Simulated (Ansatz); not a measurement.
## PbSe: energy against strain

PbSe (rock salt, Fm-3m, 28.395 Å³/atom at rest) under an equal strain ε in the (111) plane with the normal axis free, as in a coherent film. PBEsol in Ansatz, a plane-wave DFT program (PAW, default set), 420 eV, 9×9×9 Γ-centred mesh, Fermi-Dirac smearing 0.05 eV; ions are relaxed within the symmetry of each cell.

Here s stands for strain and y for E less E0.

| strain (%) | E less E0 (meV/atom) |
|---|---|
| -1.25 | 2.07 |
| -0.83 | 0.91 |
| -0.42 | 0.23 |
| 0.00 | 0.00 |
| 0.42 | 0.23 |
| 0.83 | 0.88 |
| 1.25 | 1.99 |
| 2.50 | ? |

Task: Fit y against s with a parabola, and predict the withheld value at s = 2.50.

Result: Least squares gives y = 0.000 - 0.0257·s + 1.2989·s². Residuals (row less fit): 0.008, -0.006, -0.010, 0.000, 0.012, 0.007, -0.007; standard error 0.010 (degrees of freedom: 4). Twice the quadratic coefficient over the volume, 2 × 1.2989 meV × 10⁴ × 0.1602 / 28.395 Å³, is twice the biaxial elastic modulus of this plane = 147 ± 0.7 GPa. At the withheld row, y = 0.000 - 0.0257 × 2.50 + 1.2989 × 2.50² = 8.054 meV/atom. The calculation gives 7.78 meV/atom, 0.274 meV/atom below the prediction (3.5 % of the range of y in the table). The row lies outside the fitted rows, so this is an extrapolation. From the scatter of the fitted rows alone, a prediction at this place has a standard error of 0.040 meV/atom, so the miss is 6.9 times that.

One order more, fitted to all 13 runs of the series, follows each within 0.01, so the miss is the next term of a smooth law. This level leaves no gap over 0.05 eV at strain -1.25, -0.83, 1.25, 2.50, where the mesh may be coarse. Rows are the converged runs of the series near zero and its far end; series whose fitted rows scatter by over a few per cent of the range, as at a crossing or softening among them, aren't shown in this form. Most that stay on the fit to the last digits aren't either.
